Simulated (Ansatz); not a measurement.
An Ansatz (an electronic-structure program) run: Ti; plane-wave PAW DFT at the PBE level (Ansatz, 420 eV), spin-orbit coupling left out, earlier PAW set.

Input:

Ansatz 0.2 input:
```yaml
crystal:
  lattice:
    - [2.9388500067, 0, 0]
    - [-1.4694250034, 2.5451187637, 0]
    - [0, 0, 4.6499588155]
  atoms:
    - { symbol: Ti, position: [0.3333333333, 0.6666666667, 0.75] }
    - { symbol: Ti, position: [0.6666666667, 0.3333333333, 0.25] }
basis: { ecutwfc: 420, ecutrho_ratio: 4, xc_grid: 2, fft_grid_basis: typed }
kpoints: { mp_grid: { grid: [18, 18, 10] } }
hamiltonian:
  xc: pbe
  dispersion: none
  pseudopotentials: { azcp: { folder: ./paw }, kind: paw }
scf: { occupations: { method: fermi_dirac, width: 0.05 }, convergence: { dr2_threshold: 0.0000000002 } }
output: { forces: true, stress: true }
```

Output (explanatory and most iteration lines left out):

```
Pseudopotential: Ti, paw, valence charge 12
Crystal: 2 atoms, lattice volume = 34.780 Å³
Basis set: ecut = 420 eV, 687 PW (Γ), exchange–correlation on 40×40×64 points (8 copies of the dense FFT grid, shifted against one another)
Bands: 16, of which v1, the nominal top of the filled ones, is band 12 counted from 1 (11 counted from 0)
Symmetry: 24 space group operations
Space group: P63/mmc (ITA 194), of the structure as read, at distance tolerance 3.3e-5 Å
k-points: 222 of 3240
Functional: x = pbe(κ = 0.804, μ = 0.2195149727645171), c = pbe(β = 0.06672455060314922)
SCF iter   1: F=—  HF=-4999.740504 eV  |F-HF|=—  |Δ(HF+E_count)|=         —  Δρ=5.90e-2  dr2=1.27e0  ethr=3.10e-3  ⟨swp⟩=4.0  Hψ=14165  notcnv=0
SCF iter   2: F=—  HF=-4999.444442 eV  |F-HF|=—  |Δ(HF+E_count)|=   2.96e-1  Δρ=2.99e-2  dr2=3.45e-1  ethr=3.10e-3  ⟨swp⟩=2.5  Hψ=7026  notcnv=0
SCF 1 converged in 7 iterations: F = -4999.345669 eV  dr2 = 1.73e-10
SCF converged after 7 iterations
Free energy (F): -4999.345669 eV
Internal energy: -4999.328870 eV  (E = F + TS)
E sigma→0 (E₀):  -4999.337270 eV
Entropy (-TS):   -0.016799 eV (-8.399 meV/atom)
Fermi energy:    13.278263 eV
--- Forces (eV/Å), atoms counted from 1 ---
  atom   1  Ti    -0.00000000     0.00000000     0.00000000
  atom   2  Ti     0.00000000    -0.00000000    -0.00000000
--- Stress (GPa, compression-positive) ---
       -0.009238      -0.000000       0.000000
       -0.000000      -0.009238       0.000000
        0.000000       0.000000      -0.003946
  P = ⅓ Tr σ = -0.0075 GPa (-0.075 kbar)
```

Stability against distortions was not tested. All final runs are without spin polarisation. The cell is Ti in the hcp (Mg type) structure (space group P6_3/mmc, No. 194).
